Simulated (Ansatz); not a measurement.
# CsCl-type NdAg

Computed with PBEsol in Ansatz (plane waves, PAW).

Run with plane-wave cutoff 500 eV, 16×16×16 k mesh, Fermi–Dirac smearing 0.1 eV, spin-polarised start, scalar-relativistic PAW data made under PBE.

Cell (relaxed at this level):

AgNd is taken in the cubic space group Pm-3m (No. 221), the CsCl type structure, Pearson symbol cP2. Lattice parameters: a = 3.6871 Å, b = 3.6871 Å, c = 3.6871 Å, α = 90.00°, β = 90.00°, γ = 90.00°. Nd on 1b sees 8 Ag at 3.193 Å and 6 Nd at 3.687 Å and 12 Nd at 5.214 Å. Ag on 1a is coordinated by 8 Nd at 3.193 Å and 6 Ag at 3.687 Å. (Neighbours: up to the widest gap in distance over summed covalent radii, below 1.35, at either atom.)

```yaml
band_gap: none
```

Note: the magnetic order was assumed, not searched for or taken from measurement; the 4f shell is treated without U or exact exchange, so its levels and filling can be wrong.

Spin–orbit coupling is not included.

Static lattice: no zero-point or thermal effects.

The result took roughly 120 core-seconds.

Ansatz is an electronic-structure program.
